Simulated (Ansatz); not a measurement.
A computed series for BeTe: response to strain

Consider BeTe in the zinc blende structure (space group F-43m, No. 216).

```yaml
crystal:
  lattice:
    - [0.00000, 2.77712, 2.77712]
    - [2.77712, 0.00000, 2.77712]
    - [2.77712, 2.77712, 0.00000]
  atoms:
    - { symbol: Be, position: [0.00000, 0.00000, 0.00000] }
    - { symbol: Te, position: [0.25000, 0.25000, 0.25000] }
```

Cartesian axes are those of the cell as printed.

Strains are applied to the cell and any free atomic positions relax.

Method: LDA in Ansatz (plane waves to 420 eV, PAW, scalar-relativistic without spin-orbit coupling).

Notes on the quantities. energy relative to the base: free energy F.

| uniaxial strain ε_zz (%) | energy relative to the base (meV/atom) |
|---|---|
| -3 | 6.5 |
| -2.5 | 4.5 |
| -2 | 2.9 |
| -1.5 | 1.6 |
| -1 | ? |
| -0.5 | 0.2 |
| 0 | 0.0 |

### Question
Fit ΔE = Aε² + Bε³ (ε in %) to the rows shown and predict the withheld row.

### Answer
Least squares on the printed values gives A = 0.717 and B = -0.0017 meV/atom (largest residual 0.0 meV/atom); this predicts 0.7 meV/atom, and the run gives 0.7 meV/atom, in agreement.

Stability against distortions was not tested.

Ansatz is a program for electronic structure.
